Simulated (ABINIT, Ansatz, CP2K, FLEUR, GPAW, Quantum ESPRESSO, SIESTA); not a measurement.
**KMgF3 (Pm-3m, 5 atoms in the cell) computed with different codes at matched settings**

Self-consistent single point, at a second geometry (lattice scaled by 0.98). First geometry:

```xyz
5
Lattice="3.9900 0.0000 0.0000 0.0000 3.9900 0.0000 0.0000 0.0000 3.9900" Properties=species:S:1:pos:R:3 pbc="T T T"
K      0.0000     0.0000     0.0000
Mg     1.9950     1.9950     1.9950
F      1.9950     0.0000     1.9950
F      0.0000     1.9950     1.9950
F      1.9950     1.9950     0.0000
```

Shared settings, as Ansatz (an electronic-structure program) writes them: kpoints.mp_grid.grid = 4 4 4; scf.occupations.method = fermi_dirac; scf.occupations.width = 0.05 eV. Potentials and cutoffs stand in the table.

```csv
code,model,ΔF from the first geometry (meV/atom),pressure (GPa),gap on the mesh (eV),cutoff
SIESTA,"GGA PBE, numerical atomic orbitals TZP, PseudoDojo PBE standard norm-conserving potentials (rewritten from UPF to PSML)",29.0,9.38,7.534,grid 400 Ry
FLEUR,"PBE, all-electron FLAPW (FLEUR), scalar-relativistic valence",31.1,–,7.957,Kmax 4.3 1/bohr
Ansatz,"PBE, default PAW files",28.9,8.59,7.785,420 eV
GPAW,"PBE, GPAW PAW datasets PBE (gpaw-data 1.0.1)",29.2,–,7.779,950 eV
Quantum ESPRESSO,"PBE, SSSP 1.1.2 efficiency (PBE) pseudopotentials",28.0,8.90,7.762,50 Ry
ABINIT,"PBE, PAW (JTH v2.0 PBE PAW)",29.9,9.01,7.766,48 Ry
CP2K,"PBE, GPW, DZVP-MOLOPT-SR-GTH basis, GTH-PBE potentials (GTH_POTENTIALS)",36.9,11.00,7.803,grid 1000 Ry
```

For Ansatz (by 0.5 GPa) the energy change implies a higher mean pressure, against the two pressures, than for the other programs: a sign of finite-basis (Pulay) stress.

A dash marks a value that a program does not give, or that is left out as unsure.

Gaps are read on the mesh.

The spread over the programs that give each value: ΔF from the first geometry within 8.9 meV/atom; pressure within 2.41 GPa; gap on the mesh within 0.423 eV.

SIESTA and CP2K use small atom-centred bases, whose incompleteness enters pressures, forces and empty levels differently from a plane-wave cutoff. FLEUR treats all electrons, but the usual bases taken here (sphere radii, linearisation, local orbitals, empty states) were not tested for convergence, so the values are no reference for the others. Ansatz's pressure is given at a fixed set of plane waves, as the other plane-wave codes print theirs; with its correction for the finite basis it is 9.15 GPa (the shift of 0.56 GPa shows how far the cutoff is from converged). The pressure of GPAW is left out: its cutoff lies under the one at which its stress was checked. In the pressure, CP2K (by 2.10) lies more than 1 GPa from the median of the plane-wave programs. In the gap, SIESTA (by 0.238) and FLEUR (by 0.185) lie more than 0.12 eV from the median of the plane-wave programs.

The starting cell has typed, rounded lattice constants, without a prior relaxation at this level. For this run, on top of that: lattice scaled by 0.98.

Keys are those of Ansatz 0.2.
